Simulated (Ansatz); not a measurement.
The reference is Se (space group P3_121, No. 152; a = 4.5057 Å, c = 4.9913 Å; made of chains). Axes: x lies along a and z along c of the hexagonal cell.

Computed with r2SCAN (Ansatz, an electronic-structure program; PAW; 500 eV plane waves; spin-orbit coupling left out).

Strains are applied to the cell and any free atomic positions relax; under stress the whole cell relaxes.

One change was made to it. Results:

The smallest direct gap drops by 0.45 eV, from 1.54 eV to 1.09 eV; the band gap drops by 0.384 eV to 0.94 eV.

Task: Name the change that was made.
A. uniaxial strain ε_yy = −1.76 %
B. uniaxial stress, 3 GPa compression along x
C. uniaxial stress, 2 GPa tension along z

Result: C, uniaxial stress, 2 GPa tension along z. For comparison, the band gap in the other runs: uniaxial stress, 3 GPa compression along x gives 1.09 eV; uniaxial strain ε_yy = −1.76 % gives 1.29 eV.

Beyond what the load breaks, stability against distortions was not tested. No dispersion term is included, though the crystal is made of layers, chains or molecules, so its spacings can come out too wide.
